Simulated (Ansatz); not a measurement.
## Computed paths: C vacancy in 4H silicon carbide with all lengths changed by -1 %, charge state +2

Consider C vacancy in 4H silicon carbide with all lengths changed by -1 %, charge state +2. All values below come from PBE, PAW (plane waves to 420 eV; Ansatz, a first-principles code).

Cell of 72 host sites held at the strained lattice (strain from the relaxed PBE one, atoms relaxed); a 2×2×2 k-point mesh shifted by half a step along c; Fermi-Dirac width 0.01 eV, spin-restricted; finite-size errors left in. No zero-point or tunnelling terms. The charge state is imposed; whether it is stable for some Fermi level was not computed. Forms of the defect that were not tried may lie lower.

```tsv
Route	Start site over the lowest site run (eV)	Hop (Å)	Forward barrier (eV)	Backward barrier (eV)	Neighbours at the start	Neighbours at the saddle	Saddle order
one C atom jumps into the vacancy from a nearby C site	0.05	3.04	4.99	4.99	Si at 1.85, Si at 1.88, Si at 1.89, Si at 1.90 Å	Si at 1.78, 2 Si at 2.13, Si at 2.21, Si at 2.22 Å	not checked
one C atom jumps into the vacancy from a nearby C site	0.00	3.04	5.11	5.06	Si at 1.83, 2 Si at 1.88, Si at 1.92 Å	Si at 1.79, 2 Si at 2.16, 2 Si at 2.22 Å	not checked, on a symmetry element
one C atom jumps into the vacancy from a nearby C site	0.00	3.04	5.29	5.29	Si at 1.85, 2 Si at 1.88, Si at 1.90 Å	Si at 1.77, 2 Si at 2.17, 2 Si at 2.20 Å	not checked, on a symmetry element
```

Paths come from nudged elastic bands with a climbing image. Of the routes that converged and passed our checks, the lowest saddle point lies 5.04 eV above the lowest of the sites run (one C atom jumps into the vacancy from a nearby C site); other sites, such as split forms, and other routes may lie lower. A band can be held on a symmetry element, so unchecked saddle points there may be too high.
